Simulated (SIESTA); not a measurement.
**How a calculation on CsPbCl3 (R32, 5 atoms in the cell) responds to its settings**

```xyz
5
Lattice="4.0032 2.3112 3.2956 -4.0032 2.3112 3.2956 0.0000 -4.6224 3.2956" Properties=species:S:1:pos:R:3 pbc="T T T"
Cs     0.0000     0.0000     4.9433
Pb     0.0000     0.0000     0.0000
Cl     1.9271    -3.3378     4.9433
Cl     1.9271     3.3378     4.9433
Cl    -3.8542     0.0000     4.9433
```

Base run A: GGA PBEsol, numerical atomic orbitals TZP, PseudoDojo PBEsol standard norm-conserving potentials (rewritten from UPF to PSML) (SIESTA), self-consistent single point.

Its settings: XC.functional = GGA; XC.authors = PBEsol; potentials = PseudoDojo PBEsol standard; PAO.BasisSize = TZP; PAO.EnergyShift = 0.005 Ry; MeshCutoff = 350 Ry; kgrid.MonkhorstPack = 3 3 3 shifted by 0.5 0.5 0.5; OccupationFunction = FD; ElectronicTemperature = 10 K; MaxSCFIterations = 150; SCF.Mixer.Method = Broyden; SCF.Mixer.Weight = 0.2; SCF.Mixer.History = 6; SCF.DM.Tolerance = 1.0E-05.

The starting cell comes from a database of computed structures (which also holds hypothetical and non-ambient phases and stackings), without a prior relaxation at this level. Spin-orbit coupling is off. Values carry the incompleteness of an atom-centred basis. The basis of the alkali or alkaline-earth atoms may lack their empty d shell, which can raise the gap. The shifted mesh does not hold Γ, so a gap read on it misses any band edge there.

ΔF is the free energy per atom less that of run A. 

Run A gave: pressure (GPa) -0.60; largest force (eV/Å) 0.002; gap on the mesh (eV) 2.039.

Runs:
- B: lattice scaled by 0.97
- C: lattice scaled by 0.97; MeshCutoff: 350 Ry → 210 Ry
- D: lattice scaled by 0.985
- E: lattice scaled by 0.985; MeshCutoff: 350 Ry → 210 Ry
- F: lattice scaled by 1.015
- G: lattice scaled by 1.015; MeshCutoff: 350 Ry → 210 Ry
- H: lattice scaled by 1.03
- I: lattice scaled by 1.03; MeshCutoff: 350 Ry → 210 Ry
- J: MeshCutoff: 350 Ry → 210 Ry

Problem. What does run H change against A?

Solution. The free energy rises by 33.4 meV/atom, the pressure goes from -0.60 to -2.39 GPa, the largest force goes from 0.002 to 0.022 eV/Å and the gap on the mesh goes from 2.039 to 2.300 eV.

Problem. What does run C change against A?

Solution. The free energy goes up by 12.0 meV/atom, the pressure goes from -0.60 to 2.10 GPa, the largest force goes from 0.002 to 0.032 eV/Å and the gap on the mesh goes from 2.039 to 1.668 eV.

Problem. What does run D change against A?

Solution. The free energy is nearly the same (within 1 meV/atom), the pressure goes from -0.60 to 0.60 GPa, the largest force goes from 0.002 to 0.017 eV/Å and the gap on the mesh goes from 2.039 to 1.869 eV.

```json
[
 {"run": "A", "ΔF (meV/atom)": "0.00", "pressure (GPa)": "-0.60", "largest force (eV/Å)": "0.002", "gap on the mesh (eV)": "2.039"},
 {"run": "B", "ΔF (meV/atom)": "12.7", "pressure (GPa)": "2.10", "largest force (eV/Å)": "0.033", "gap on the mesh (eV)": "1.668"},
 {"run": "C", "ΔF (meV/atom)": "12.0", "pressure (GPa)": "2.10", "largest force (eV/Å)": "0.032", "gap on the mesh (eV)": "1.668"},
 {"run": "D", "ΔF (meV/atom)": "-0.20", "pressure (GPa)": "0.60", "largest force (eV/Å)": "0.017", "gap on the mesh (eV)": "1.869"},
 {"run": "E", "ΔF (meV/atom)": "-0.64", "pressure (GPa)": "0.60", "largest force (eV/Å)": "0.016", "gap on the mesh (eV)": "1.869"},
 {"run": "F", "ΔF (meV/atom)": "11.8", "pressure (GPa)": "-1.59", "largest force (eV/Å)": "0.010", "gap on the mesh (eV)": "2.183"},
 {"run": "G", "ΔF (meV/atom)": "11.4", "pressure (GPa)": "-1.58", "largest force (eV/Å)": "0.010", "gap on the mesh (eV)": "2.182"},
 {"run": "H", "ΔF (meV/atom)": "33.4", "pressure (GPa)": "-2.39", "largest force (eV/Å)": "0.022", "gap on the mesh (eV)": "2.300"},
 {"run": "I", "ΔF (meV/atom)": "33.0", "pressure (GPa)": "-2.38", "largest force (eV/Å)": "0.022", "gap on the mesh (eV)": "2.300"},
 {"run": "J", "ΔF (meV/atom)": "-0.51", "pressure (GPa)": "-0.59", "largest force (eV/Å)": "0.002", "gap on the mesh (eV)": "2.039"}
]
```
